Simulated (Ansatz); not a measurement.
## Point defects in ZnS

Consider an 8-atom supercell of ZnS in the wurtzite structure (space group P6_3mc, No. 186; a = 3.782 Å, c = 6.208 Å) at its relaxed geometry.

One neutral defect a cell, atoms relaxed at fixed cell.

Level of theory: PBEsol/PAW in Ansatz (an electronic-structure program), no SOC.

```csv
change,largest displacement of a host atom from its site in the perfect cell,pressure
perfect supercell,–,0.0 GPa
Li interstitial (started 2.42 Å from the nearest host atom),0.18 Å,5.5 GPa
"Ga on a Zn site, symmetric start",0.17 Å,3.9 GPa
"Zn vacancy, symmetric start",0.08 Å,-2.4 GPa
"S vacancy, symmetric start",0.27 Å,-5.7 GPa
Li interstitial (started 2.32 Å from the nearest host atom),0.17 Å,5.5 GPa
```

The magnetic state is the one reached from the starting moments; the real material's order can differ, and small cells can't hold many antiferromagnetic ones. In so small a cell the defect repeats every few ångströms: this is an ordered compound, not a dilute defect. The mesh was chosen for an insulator and is coarse for the gapless case. Defects with a symmetric start kept the site's symmetry and may sit on a saddle; the others started slightly shaken. Starting moments died away, wholly or in part, for Li interstitial (started 2.42 Å from the nearest host atom), Ga on a Zn site, S vacancy and Li interstitial (started 2.32 Å from the nearest host atom); another magnetic solution may exist.
